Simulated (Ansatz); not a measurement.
# ZrTiO4: pressure series

Take ZrTiO$_{4}$ (space group P2_12_12, No. 18; a = 4.725 Å, b = 5.076 Å, c = 5.628 Å; a cell from a computed database, its experimental status unchecked) as the base.

Cell and atoms are relaxed at each pressure.

Level of theory: PBEsol (Ansatz, a program for electronic structure; PAW; 420 eV plane waves; scalar-relativistic without spin-orbit coupling).

Notes on the quantities. enthalpy: H = E + PV relative to the base's energy.

```json
[
 {"case": "base", "band gap": "2.78 eV", "density": "5.00 g/cm³", "enthalpy": "–"},
 {"case": "pressure −2 GPa", "band gap": "2.74 eV", "density": "4.95 g/cm³", "enthalpy": "-0.14 eV/atom"},
 {"case": "pressure −1 GPa", "band gap": "2.76 eV", "density": "4.97 g/cm³", "enthalpy": "-0.07 eV/atom"},
 {"case": "pressure 0.7 GPa", "band gap": "2.80 eV", "density": "5.01 g/cm³", "enthalpy": "+0.05 eV/atom"},
 {"case": "pressure 3 GPa", "band gap": "(withheld)", "density": "(withheld)", "enthalpy": "+0.21 eV/atom"},
 {"case": "pressure 10 GPa", "band gap": "2.90 eV", "density": "5.25 g/cm³", "enthalpy": "+0.69 eV/atom"}
]
```

Problem. Fill in the withheld entries from the trend.

Solution. 
- pressure 3 GPa, band gap: 2.85 eV
- pressure 3 GPa, density: 5.07 g/cm³

Load acts through the strain it causes; cell and atoms are relaxed under it. No phonon test of stability was made. No other phases were tried under pressure. The final runs are not spin-polarised.
